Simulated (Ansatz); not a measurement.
## A self-consistent single point of HgS (Fm-3m, 2 atoms in the cell) with Ansatz

Method: PBEsol, default PAW files made with PBE (plane waves; Ansatz, an electronic-structure program).

This input was run:

Ansatz 0.2 input:
```yaml
crystal:
  lattice:
    - [0.00000000, 2.77681100, 2.77681100]
    - [2.77681100, 0.00000000, 2.77681100]
    - [2.77681100, 2.77681100, 0.00000000]
  atoms:
    - { symbol: Hg, position: [0.00000000, 0.00000000, 0.00000000] }
    - { symbol: S, position: [0.50000000, 0.50000000, 0.50000000] }
basis:
  ecutwfc: 30.9 Ry
kpoints:
  mp_grid:
    grid: [10, 10, 10]
hamiltonian:
  xc: pbesol
  pseudopotentials:
    kind: paw
scf:
  occupations:
    method: fermi_dirac
    width: 0.0073 Ry
output:
  forces: true
  eigenvalues: true
  stress: true
```

Output, abridged:

```
WARN ansatz: RAYON_NUM_THREADS=1 ignored (pool sized by the plan → 1); use --threads N
Pseudopotentials: kind: paw
Pseudopotential: Hg, paw, valence charge 20
Pseudopotential: S, paw, valence charge 6
Crystal: 2 atoms, lattice volume = 42.822 Å³
Basis set: ecut = 420.4159175005146 eV, 869 PW (Γ), exchange–correlation on 54×54×54 points (8 copies of the dense FFT grid, shifted against one another)
Bands: 17, of which v1, the nominal top of the filled ones, is band 13 counted from 1 (12 counted from 0)
Symmetry: 48 space group operations
Space group: Fm-3m (ITA 225), of the structure as read, at distance tolerance 3.5e-5 Å
k-points: 47 of 1000
PAW frozen core: Hg, regenerated for the run's functional, and the local potential with it
PAW frozen core: S, regenerated for the run's functional, and the local potential with it
Initial density: superposition of atomic densities (neutral atoms: chi_scale 0, normalization atom), corrected by the library's trained network
Initial wavefunctions: pseudopotential atomic-orbital guess
Eigensolver: davidson
Functional: x = pbesol(κ = 0.804, μ = 0.12345679012345678), c = pbesol(β = 0.046)
SCF iter   1: F=—  HF=-14553.025730 eV  |F-HF|=—  |Δ(HF+E_count)|=         —  Δρ=5.66e-3  dr2=2.00e-2  ethr=1.77e-3  ⟨swp⟩=4.9  Hψ=3807  notcnv=0
all-band conjugate gradients solve this SCF's bands
preconditioner: auto → Kerker (q_TF=auto, 2.511 Å⁻¹)
SCF iter   2: F=—  HF=-14553.021715 eV  |F-HF|=—  |Δ(HF+E_count)|=   4.02e-3  Δρ=2.84e-3  dr2=5.32e-3  ethr=7.67e-5  ⟨swp⟩=1.0  Hψ=1177  notcnv=0
SCF iter   3: F=—  HF=-14553.020321 eV  |F-HF|=—  |Δ(HF+E_count)|=   1.39e-3  Δρ=5.32e-4  dr2=1.25e-4  ethr=2.04e-5  ⟨swp⟩=2.0  Hψ=1101  notcnv=0
SCF iter   4: F=—  HF=-14553.020367 eV  |F-HF|=—  |Δ(HF+E_count)|=   4.62e-5  Δρ=1.30e-4  dr2=9.49e-6  ethr=4.79e-7  ⟨swp⟩=1.7  Hψ=987  notcnv=0
SCF iter   5: F=—  HF=-14553.020389 eV  |F-HF|=—  |Δ(HF+E_count)|=   2.23e-5  Δρ=3.38e-5  dr2=5.53e-7  ethr=3.65e-8  ⟨swp⟩=2.2  Hψ=1198  notcnv=0
SCF iter   6: F=-14553.020389 eV  HF=-14553.020389 eV  |F-HF|=2.17e-8  |Δ(HF+E_count)|=   4.56e-7  Δρ=8.43e-6  dr2=2.06e-8  ethr=3.85e-10  ⟨swp⟩=5.0  Hψ=3481  notcnv=0
SCF 1 converged in 6 iterations: F = -14553.020389 eV  dr2 = 2.06e-8
SCF converged after 6 iterations
Free energy (F): -14553.020389 eV
Harris-Foulkes:  -14553.020389 eV  (|F-HF|=2.17e-8)
Internal energy: -14552.993806 eV  (E = F + TS)
E sigma→0 (E₀):  -14553.007098 eV
Entropy (-TS):   -0.026584 eV (-13.292 meV/atom)
Fermi energy:    10.436736 eV
--- Per-component energies (eV) ---
  E_band       = -435.618742
  E_kinetic    = 707.097542
  E_local      = -3022.168827  (includes V_loc(G=0)·N_el)
  E_nonlocal   = 106.443207
  E_hartree    = 1283.883156
  E_xc         = -313.391766
  E_vxc        = -346.899678  (∫ρ·V_xc dr)
  E_paw        = -10384.646456  (= ΣΔE_a)
  E_vpaw       = -447.856091  (= ΣTr[D̂ρ^β])
  E_aug_tail   = 0.000919  (compensation charges beyond the density's cutoff)
  E_ewald      = -2930.602181
  E_core_change = 0.390601  (= ΣΔE_core)
  E_smearing   = -0.026584  (= −TS)
  E_closure    = -0.000000  (closes the sum)
  Σ components = -14553.020389   (vs F -14553.020389, Δ=0.00e0)
--- Forces (eV/Å), atoms counted from 1 ---
  atom   1  Hg    -0.00000000     0.00000000     0.00000000
  atom   2  S      0.00000000    -0.00000000    -0.00000000
  max |Σ_I F_I| component: 1.77e-30 eV/Å
--- Stress (GPa, compression-positive) ---
       -3.877835      -0.000000       0.000000
       -0.000000      -3.877835      -0.000000
        0.000000       0.000000      -3.877835
  P = ⅓ Tr σ = -3.8778 GPa (-38.778 kbar)
  The stress holds the Pulay correction. Without it, at fixed plane waves, as pw.x and ABINIT print it: P = -3.9052 GPa
--- Band table (eV; the first three rows and the last of 47) ---
  k-point 0: bands = ["-103.7870", "-52.1962", "-52.1962", "-52.1962", "-2.8640", "4.1782", "4.1782", "4.1782", "4.1803", "4.1803", "9.1285", "9.1285", "9.1285", "9.4810", "19.8568", "19.8568", "19.8568"]
  k-point 1: bands = ["-103.7870", "-52.1964", "-52.1963", "-52.1963", "-2.7749", "4.1137", "4.1137", "4.1523", "4.2096", "4.2096", "7.9423", "9.2562", "9.2562", "10.7080", "18.6098", "19.4839", "19.4839"]
  k-point 2: bands = ["-103.7870", "-52.1969", "-52.1964", "-52.1964", "-2.5242", "3.9516", "3.9516", "4.0442", "4.2926", "4.2926", "6.7779", "9.5908", "9.5908", "11.9933", "17.0386", "18.2504", "18.2504"]
  k-point 46: bands = ["-103.7870", "-52.1977", "-52.1974", "-52.1970", "-1.7508", "3.8433", "4.0238", "4.2056", "4.6326", "5.0523", "6.7474", "6.7766", "7.3421", "12.1381", "17.1133", "17.3201", "18.0491"]
```

The run converged in 6 iterations.

The starting cell comes from a database of computed structures (which also holds hypothetical and non-ambient phases and stackings), without a prior relaxation at this level. Its lattice was rescaled by up to half a per cent. Spin-orbit coupling is off. With a pressure of about -4 GPa the cell is away from its equilibrium volume at this level. Ansatz's pressure includes its estimate of the finite-basis (Pulay) stress. The run gives no clean gap (levels at the Fermi energy touch, overlap or are partly filled at this smearing), which alone does not show that the compound is a metal.
